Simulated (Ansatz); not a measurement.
**Uncharged defects in Sn (white tin)**

Each row is a formation energy against the perfect crystal and the reservoirs in brackets; V_X is an empty X site, X_Y an X atom on a Y site, X_i an atom off the sites. Values in eV.

Plane-wave PAW calculations with Ansatz (an electronic-structure program), its default PAW set, cutoff 420 eV, 500 eV for r2SCAN. The structures are at rest with PBE, within the held lattices; other levels are single points on them. Neutral cells; Fermi-Dirac smearing of at most 0.10 eV in the solids, energies taken to zero width. The lattices are those relaxed with PBE, so at other levels the solids can be strained, which adds to the spread. Larger cells are relaxed from a start prepared with the learned potential CHGNet, on a coarser mesh till forces fall under 0.03 eV/Å, which some starts already meet. A dispersion term (D3(BJ), or D4 for r2SCAN) was computed beside these levels and is taken off wherever the name lacks it. The PAW files were made for PBE and serve at the other functionals too. Space groups of crystals are read within 0.01 Å. Nuclei at rest; no vibrational terms. The structures are the rest points that the relaxations reached, not proven lowest. Spin-orbit coupling is left out. No correction for cell size. Mesh and cell size may move defect energies by 0.1 eV or more. For some rows a cell is symmetric and got no random move, so less symmetric positions weren't tried.

```tsv
system	PBE	r2SCAN
Au_i (64 sites; Au_i amid 7 Sn; Au (fcc))	0.11	(withheld)
H_i (96 sites; H_i amid 2 Sn; H2 (gas))	0.81	0.74
Ag_i (64 sites; Ag_i amid 7 Sn; Ag (fcc))	0.61	0.56
Cu_i (64 sites; Cu_i amid 6 Sn; Cu (fcc))	0.40	0.33
```

Q: Complete the blanks.

A: 
- Au_i (64 sites; Au_i amid 7 Sn; Au (fcc)), r2SCAN: 0.01
